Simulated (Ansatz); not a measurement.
Ge2Sb2Te5 (model structure, started from the Ge2Sb2Te5-Kooi type, P-3m1, No. 164, 9 atoms in the cell): properties by level of theory

| level (code) | lattice constant a (Å) | c axis length (Å) | enthalpy of formation (eV/atom) |
|---|---|---|---|
| PBE (Ansatz) | [?] | [?] | -0.107 |
| PBEsol (Ansatz) | 4.225 | 16.828 | -0.110 |
| PBE-D3(BJ) (Ansatz) | [?] | 16.831 | -0.117 |

### Question
What belongs in the gaps?

### Answer

- PBE (Ansatz, a first-principles code), lattice constant a (Å): 4.295
- PBE (Ansatz), c axis length (Å): 17.543
- PBE-D3(BJ) (Ansatz), lattice constant a (Å): 4.233

Caveats: a distance lies near a switch of the dispersion term, which can move the cell (PBE-D3(BJ)). Ansatz's density-functional and Hartree–Fock values are scalar-relativistic unless marked +SOC, with PAW data made under PBE.

Computed values are for the static lattice.

A model structure was made by putting elements into a prototype or built by hand; it is no filed structure, need not be a known phase, and can be a saddle point held by its symmetry.
